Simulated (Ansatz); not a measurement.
# Zr in the hcp (Mg type) structure (space group P6_3/mmc, No. 194)

Zr is modelled in the hexagonal space group P6₃/mmc (No. 194), the hcp (Mg type) structure, Pearson symbol hP2. Lattice parameters: a = 3.184 Å, b = 3.184 Å, c = 5.117 Å, α = 90.00°, β = 90.00°, γ = 120.00°. Zr on 2d sees 12 Zr at 3.150–3.184 Å (anticuboctahedral). (Neighbours: up to the widest gap in distance over summed covalent radii, below 1.35, at either atom.)

All numbers come from PBEsol (Ansatz, a quantum-chemistry and plane-wave program), scalar-relativistic without spin-orbit coupling. Γ-centred 17×17×9 mesh, Fermi–Dirac width 0.05 eV.

| Item | Value |
|---|---|
| Volume per atom | 22.46 Å³ |
| Density | 6.74 g/cm³ |
| Band gap | zero |
| Total energy | -4128.636 eV/atom (σ→0; compares only within this code and set-up) |

No phonon test of stability was made. All final runs are without spin polarisation.
